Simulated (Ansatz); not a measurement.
```
KCl
1.0
    0.00000     3.17476     3.17476
    3.17476     0.00000     3.17476
    3.17476     3.17476     0.00000
K Cl
1 1
Direct
  0.00000   0.00000   0.00000
  0.50000   0.50000   0.50000
```

No spin polarisation.

Computed with PBE (Ansatz, a first-principles code; PAW; 420 eV plane waves; scalar-relativistic without spin-orbit coupling). Γ-centred 9×9×9 mesh, Fermi–Dirac width 0.05 eV.

Task: Predict the space group and pressure.

Result: 
```json
{
 "space_group": "Fm-3m (No. 225)",
 "pressure": "0.25 GPa"
}
```

The cells carry an imposed strain or load. Stability against distortions was not tested. The cell was made from KCl in the rock salt structure (space group Fm-3m, No. 225) by this change: isotropic strain −0.50 %.
